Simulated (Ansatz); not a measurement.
System: ErPt3 (Pm-3m, No. 221). Method: r²SCAN+rVV10 in Ansatz (plane waves, PAW).

Numerical settings: plane-wave cutoff 560 eV, 14×14×14 k mesh, Fermi–Dirac smearing 0.05 eV, spin-polarised with parallel moments, scalar-relativistic PAW data made under PBE.

Computed at the level's own relaxed cell.

### Question
Estimate the equilibrium lattice constant a that the calculation returns.

### Answer

equilibrium lattice constant a: 4.057 Å

Note: the magnetic order was assumed, not searched for or taken from measurement; the 4f shell is treated without U or exact exchange, so its levels and filling can be wrong.

Spin–orbit coupling is not included.

The computed numbers hold no vibrational or temperature effects.

Ansatz is a first-principles code.
